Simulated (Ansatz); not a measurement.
System: cubic perovskite CsHgCl3. Method: LDA (Ansatz, a first-principles code, PAW).

Settings: plane-wave cutoff 520 eV, 10×10×10 k mesh, Fermi–Dirac smearing 0.05 eV, scalar-relativistic PAW data made under PBE.

Pressure at four volumes; x = ln(V/27.809 Å³). One pressure is withheld.

| V (Å³/atom) | x | P (GPa) |
|---|---|---|
| 26.141 | -0.0619 | 2.98 |
| 27.809 | 0.0000 | -0.01 |
| 28.922 | 0.0392 | -1.48 |
| 29.478 | 0.0583 | ? |

### Question
Pass a parabola P(x) through the three rows shown, estimate the bulk modulus and its pressure derivative near zero pressure, and predict the withheld pressure.

### Answer
Slopes between the rows: (-0.01 − (2.98))/(0.0000 − (-0.0619)) = -48.30 and (-1.48 − (-0.01))/(0.0392 − (0.0000)) = -37.50 GPa. Their difference over the span 0.1011 is c = 10.80/0.1011 = 106.8 GPa, so P(x) = 2.98 + (-48.30)(x − (-0.0619)) + 106.8 (x − (-0.0619))(x − (0.0000)). At the middle row B = −dP/dx = −[-48.30 + 106.8 × 0.0619] = 41.7 GPa, and B′ = dB/dP = 2c/B = 5.1. At x = 0.0583 the parabola gives -2.08 GPa; the run gives -2.08 GPa. The Birch–Murnaghan fit to the energies at all volumes has B0 = 41.4 GPa and B′ = 5.1.

Note: the relaxation could not lower the start's symmetry, so the cell can be a saddle point above a distorted one; the volume lies 14 % below that of the published cell.

Spin–orbit coupling is not included; it can shift volumes and moduli of such heavy elements.
